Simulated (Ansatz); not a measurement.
## Response to strain in hypothetical rock salt BN

Consider BN in the rock salt structure (space group Fm-3m, No. 225; a = 3.5035 Å; a hypothetical phase, not in the database extracts checked).

Strains are applied to the cell and any free atomic positions relax.

The values are results of PBE in Ansatz (plane waves to 420 eV, PAW, without spin-orbit coupling), not measurements.

Computed cases, in order: isotropic strain −5.11 %; isotropic strain −3.04 %; the unstrained base; isotropic strain +2.47 %; isotropic strain +5.74 %.

Task: Between which two neighbouring cases does the band gap open or close?

Result: Between isotropic strain +2.47 % (0.60 eV) and isotropic strain +5.74 % (zero). The whole series: isotropic strain −5.11 %: 2.41 eV; isotropic strain −3.04 %: 1.87 eV; the unstrained base: 1.13 eV; isotropic strain +2.47 %: 0.60 eV; isotropic strain +5.74 %: zero.

A case with no gap was solved on a k-mesh chosen for an insulator, which is coarse for it. Stability against distortions was not tested. All final runs are without spin polarisation. A zero or small gap of BN under isotropic strain +5.74 % can be the functional's error rather than a property of the material.

Ansatz is an electronic-structure program.
